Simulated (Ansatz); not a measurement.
C (model structure, Fd-3m, No. 227, 2 atoms in the cell), treated with PBE (PAW; Ansatz, a program for electronic structure).

Settings: plane-wave cutoff 520 eV, 34×34×34 k mesh, Fermi–Dirac smearing 0.05 eV, scalar-relativistic PAW data made under PBE.

Cell (relaxed at this level):

```
C
1.0
   -1.26278     1.26278     1.78584
    1.26278    -1.26278     1.78584
    1.26278     1.26278    -1.78584
C
2
Direct
  0.00000   0.00000   0.00000
  0.75000   0.25000   0.50000
```

### Question
Predict the band gap and bulk modulus B0.

### Answer

band gap: 4.13 eV (on the SCF k mesh)
bulk modulus B0: 434 GPa

Note: the bulk modulus is −V dP/dV from two relaxed cells at ±2 % in volume.

It cost roughly 14 core-minutes of CPU time.

A model structure was made by putting elements into a prototype or built by hand; here it ended with the formula and space group of a phase in our tables.
